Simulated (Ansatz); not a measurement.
Cl on the 1x1 (111) surface of fcc Rh, one in a 2x2 cell, started at the site 'hollow Rh-Rh-Rh over Rh at depth 4.4 Å'

All values below come from r2SCAN, at the PBE geometry (plane waves to 500 eV, PAW; Ansatz, a quantum-chemistry and plane-wave program).

Model: 17-atom slab, 6.5 Å thick at the start under the adsorbate (thin: gaps and levels are the slab's own), 6x6x1 mesh, Fermi-Dirac 0.1 eV, dipole correction, single point; on the structure that PBE left under its start's symmetry; no spin, no spin-orbit, no U, no dispersion correction. At the end it is bonded to 3 Rh. In PBE it is, or lies within 0.03 eV of, the lowest of the starts that converged; the order may differ at this level.

```yaml
adsorption energy against ½ Cl2(g) at the same level: -2.33 eV
work_function_of_the_top_face: 5.13 eV
change_of_the_work_function: -0.003 eV
change_of_the_step_from_the_bottom_to_the_top_vacuum_level_against_the_clean_slab: 0.012 eV
height of the binding atom over the mean of the host atoms within 0.3 Å of the top one: 1.869 Å
nearest_host_atoms_of_the_binding_atom: Rh at 2.44 Å, Rh at 2.44 Å, Rh at 2.44 Å
cost: very roughly 2.4 core-minutes
```

A negative adsorption energy means that the adsorbate is more stable on the surface than in its reference.
